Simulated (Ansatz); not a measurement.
## Short convergence ladders for SnSe (I4mm, 2 atoms in the cell)

```yaml
crystal:
  lattice:
    - [0.00000, 3.00140, 3.00140]
    - [3.00140, 0.00000, 3.00140]
    - [3.00140, 3.00140, 0.00000]
  atoms:
    - { symbol: Sn, position: [0.00833, 0.00833, 0.99167] }
    - { symbol: Se, position: [0.50000, 0.50000, 0.50000] }
```

Base method: LDA (PW92), default PAW files made with PBE (plane waves; Ansatz, a first-principles code).

Base settings: basis.ecutwfc = 420 eV; kpoints.mp_grid.grid = 7 7 7; hamiltonian.xc = lda; hamiltonian.pseudopotentials = {kind: paw} (the program's default PAW files); scf.occupations.method = fermi_dirac; scf.occupations.width = 0.136 eV.

The count of work is k-points × plane waves × bands × iterations; it is no time. 

**The cutoff for other potential files**

Level: DFT, LDA (PW92), plane waves, harder PAW files (source: ansatz) made with PBE.

In this ladder: hamiltonian.pseudopotentials = {kind: paw, source: ansatz}.

The second cell is the first with its lattice scaled by 0.98.

The mesh stays at the base's, so the ladder's end is converged at best in this setting alone.

The first pressure column holds Ansatz's estimate of the finite-basis (Pulay) stress, which hides part of the cutoff error; the other is without it.

Only quantities that move along the ladder and can be compared are tabulated.

```csv
basis.ecutwfc,free energy less the last step's (meV/atom),energy of the compressed cell less the first (meV/atom),pressure (GPa),pressure without the Pulay estimate (GPa),largest difference of a force vector from the last step's (eV/Å),count of work / last
290 eV,20746.21,186.31,-5.24,-614.10,0.195,0.11
350 eV,4176.27,1.68,-2.97,-164.58,0.033,0.15
450 eV,205.89,-17.59,-2.93,-15.06,0.001,0.22
545 eV,6.87,-13.81,-2.93,-3.45,0.000,0.26
640 eV,0.92,-13.83,-2.93,-2.94,0.000,0.36
770 eV,0.53,-13.83,-2.93,-2.93,0.000,0.48
960 eV,0.10,-13.83,-2.93,-2.93,0.000,0.66
1280 eV,0.00,-13.83,-2.93,-2.93,0.000,1.0
```

Coarsest basis.ecutwfc that holds the energy of the compressed cell less the first within 2 meV/atom of the last step, with all finer ones: 545 eV, at 0.26 of the last step's count of work; the step before is off by 3.8 meV/atom.

Coarsest basis.ecutwfc that holds the pressure within 0.2 GPa of the last step, with all finer ones: 350 eV, at 0.15 of the last step's count of work; the step before is off by 2.3 GPa.

Coarsest basis.ecutwfc that holds the forces within 0.02 eV/Å of the last step, with all finer ones: 450 eV, at 0.22 of the last step's count of work; the step before is off by 0.033 eV/Å.

The energy difference between the two cells stays within 1 meV/atom of the last step's from 545 eV on, the total only from 640 eV on: much of the error is common to both cells and cancels.

At the lowest cutoff the pressure without the Pulay estimate lies 611 GPa under the last step's, the usual sign of Pulay stress in an incomplete plane-wave basis.

**The density cutoff**

The mesh stays at the base's, so the ladder's end is converged at best in this setting alone.

Only quantities that move along the ladder and can be compared are tabulated.

```csv
basis.ecutrho_ratio,free energy less the last step's (meV/atom),pressure (GPa)
2,-2.12,-2.83
3,-0.02,-2.93
4,-0.01,-2.93
5,0.00,-2.93
6,0.00,-2.93
8,0.00,-2.93
10,0.00,-2.93
12,0.00,-2.93
16,0.00,-2.93
```

Coarsest basis.ecutrho_ratio that holds the free energy within 1 meV/atom of the last step, with all finer ones: 3; the step before is off by 2.1 meV/atom.

Coarsest basis.ecutrho_ratio that holds the pressure within 0.05 GPa of the last step, with all finer ones: 3; the step before is off by 0.10 GPa.

**The relaxed cell against the cutoff**

On SnSe (Fm-3m, 2 atoms in the cell): atoms on their sites.

In this ladder: relax = cell and atoms.

The mesh stays at the base's, so the ladder's end is converged at best in this setting alone.

Only quantities that move along the ladder and can be compared are tabulated.

| basis.ecutwfc | relaxed volume (Å³/atom) | relaxation steps |
|---|---|---|
| 210 eV | 26.798 | 19 |
| 250 eV | 25.568 | 21 |
| 295 eV | 25.613 | 9 |
| 355 eV | 25.581 | 5 |
| 420 eV | 25.567 | 5 |
| 505 eV | 25.564 | 5 |
| 630 eV | 25.564 | 5 |
| 840 eV | 25.564 | 5 |

Coarsest basis.ecutwfc that holds the relaxed volume within 0.026 Å³/atom of the last step, with all finer ones: 355 eV; the step before is off by 0.050 Å³/atom.

At the lowest cutoff the cell relaxes to a volume 4.8 % larger than at the highest. Ansatz relaxes on a stress corrected for the finite basis.

On the base run: the starting cell comes from a database of computed structures (which also holds hypothetical and non-ambient phases and stackings), without a prior relaxation at this level. Its lattice was rescaled by up to half a per cent. One atom was moved a little off its site on purpose.

Keys are those of Ansatz 0.2.
